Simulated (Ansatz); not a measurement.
Start from Ag in the fcc (Cu type) structure (space group Fm-3m, No. 225; relaxed with 0.1 eV smearing).

```
CELL_PARAMETERS angstrom
      0.00000     2.05214     2.05214
      2.05214     0.00000     2.05214
      2.05214     2.05214     0.00000
ATOMIC_POSITIONS crystal
  Ag 0.00000 0.00000 0.00000
```

Cartesian axes are those of the cell as printed.

Computed with DFT with r2SCAN, PAW potentials and a 500 eV plane-wave cutoff in Ansatz (an electronic-structure program), scalar-relativistic without spin-orbit coupling.

Before the change:

The pressure is 0.0 GPa and the shortest interatomic distance comes out as 2.902 Å.

Modification: uniaxial strain ε_zz = +0.50 %, all other strain components held at zero, atoms relaxed at fixed cell.

Question: How does this affect the energy relative to the base, pressure and shortest interatomic distance?

Answer: The energy is nearly the same; the pressure (mean of the normal stresses, compression positive) goes from zero to -0.5 GPa; the shortest interatomic distance remains 2.902 Å.

Stability against distortions was not tested.
